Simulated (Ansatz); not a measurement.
Defect migration in fcc Cu: Ge-vacancy pair (Ge on one host Cu site, one Cu site vacant), neutral cell. The step: the Ge atom itself jumps into the vacancy (Ge-vacancy distance between ideal sites 2.57 Å throughout); the atom moves 2.39 Å along (0.00, 0.47, 0.47) of the unit cell; the moving atom starts with neighbours 4 Cu at 2.53, 2 Cu at 2.59, 5 Cu at 2.64 Å and ends with 4 Cu at 2.53, 2 Cu at 2.59, 5 Cu at 2.64 Å. DFT values are from Ansatz (plane-wave PAW, 420 eV unless said) in a cell of 32 host sites, spin-restricted, static, with no finite-size correction. Forms of the defect that were not tried may lie lower. For the PBE band: the saddle point's order was not checked, and it lies on a symmetry element of the cell, where a band can be held.

```json
[
 {"Level": "CHGNet universal potential (has no charge state), its own band", "Forward barrier (eV)": "0.34", "Cost of the band or of the saddle's single point": "-"},
 {"Level": "PBE, a 2×2×2 k-point mesh shifted by half a step, band relaxed", "Forward barrier (eV)": "0.46", "Cost of the band or of the saddle's single point": "about 27 core-minutes (a rough figure)"},
 {"Level": "PBE, a 4×4×4 k-point mesh shifted by half a step, same geometries", "Forward barrier (eV)": "0.48", "Cost of the band or of the saddle's single point": "around 12 core-minutes (rough)"},
 {"Level": "r2SCAN at 500 eV, a 2×2×2 k-point mesh shifted by half a step, same geometries", "Forward barrier (eV)": "?", "Cost of the band or of the saddle's single point": "around 5 core-minutes (rough)"}
]
```

**Question.** Complete the blanks.

**Answer.** 
- r2SCAN at 500 eV, a 2×2×2 k-point mesh shifted by half a step, same geometries, Forward barrier (eV): 0.49

Ansatz is a program for electronic structure.
